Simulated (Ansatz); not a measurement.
Antifluorite Mg₂C (high-pressure phase)

Level of theory: HSE06 (Ansatz, a first-principles code, plane waves, PAW).

Run with plane-wave cutoff 520 eV, 8×8×8 k mesh, scalar-relativistic PAW data made under PBE.

Cell: relaxed at this level.

| Property | Result |
|---|---|
| Voigt–Reuss–Hill bulk modulus | 99.9 GPa |
| Voigt–Reuss–Hill shear modulus (Hill average) | 88.7 GPa |
| Young modulus | 205 GPa |
| Poisson ratio | 0.158 |

Elastic constants are with the ions relaxed.

The computed numbers hold no vibrational or temperature effects.

The result took around 50 core-minutes (rough).
